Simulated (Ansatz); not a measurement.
Sensitivity of a calculation on C (P-1, 2 atoms in the cell) to its settings

```
CELL_PARAMETERS angstrom
      0.00000     1.78038     1.78038
      1.78038     0.00000     1.78038
      1.78038     1.78038     0.00000
ATOMIC_POSITIONS crystal
  C  0.50757 0.49619 0.50114
  C  0.74243 0.75381 0.74886
```

Base run A: Ansatz (an electronic-structure program) with PBE0, PAW files made with PBE, self-consistent single point.

Its settings: basis.ecutwfc = 420 eV; kpoints.mp_grid.grid = 6 6 6; hamiltonian.xc = pbe0; hamiltonian.pseudopotentials = {kind: paw} (an earlier, softer set of the program's PAW files); scf.occupations.method = fixed.

The starting cell comes from a database of computed structures (which also holds hypothetical and non-ambient phases and stackings), without a prior relaxation at this level. Its atoms were displaced at random from the sites of space group no. 227. In the base run, with a pressure of about -6 GPa the cell is away from its equilibrium volume at this level. In the base run, forces exceed 1 eV/Å. Ansatz's pressure includes its estimate of the finite-basis (Pulay) stress.

ΔF is the free energy per atom less that of run A. A dash stands where there is no value to compare (another energy zero or no entropy term, no result, no spin, no clean gap, or a mesh too coarse for one). Absolute energies have different zeros for different potentials, functionals, Hubbard and dispersion terms and are not compared across them.

Runs:
- B: hamiltonian.xc: pbe0 → pbe [PBE]
- C: hamiltonian.xc: pbe0 → hse06 [HSE06]
- D: kpoints.mp_grid.shift: default → 0 0 0.5
- E: scf.convergence.dr2_threshold: default (1e-07 eV) → 0.001 eV
- F: scf.mixing.algorithm: default (the program chose MSR1) → msr1
- G: scf.mixing.preconditioner: default (the program chose none) → kerker; scf.mixing.q_tf: default → 1.5

```csv
run,ΔF (meV/atom),pressure (GPa),largest force (eV/Å),gap on the mesh (eV),k-points
A,0.00,-5.57,1.390,5.405,112
B,–,4.50,1.275,3.560,112
C,–,-5.51,1.383,4.659,112
D,-4.4,-5.63,1.385,6.323,108
E,0.00,-5.58,1.390,5.405,112
F,0.00,-5.57,1.390,5.405,112
G,0.00,-5.57,1.390,5.405,112
```

Run C against A: The pressure hardly changes (-5.57 to -5.51 GPa), the largest force hardly changes (1.390 to 1.383 eV/Å) and the gap on the mesh goes from 5.405 to 4.659 eV.

Run D against A: The free energy drops by 4.4 meV/atom, the pressure moves little (-5.57 to -5.63 GPa), the largest force moves little (1.390 to 1.385 eV/Å) and the gap on the mesh goes from 5.405 to 6.323 eV.

Run B against A: The pressure goes from -5.57 to 4.50 GPa, the largest force goes from 1.390 to 1.275 eV/Å and the gap on the mesh goes from 5.405 to 3.560 eV.

Keys are those of Ansatz 0.2.
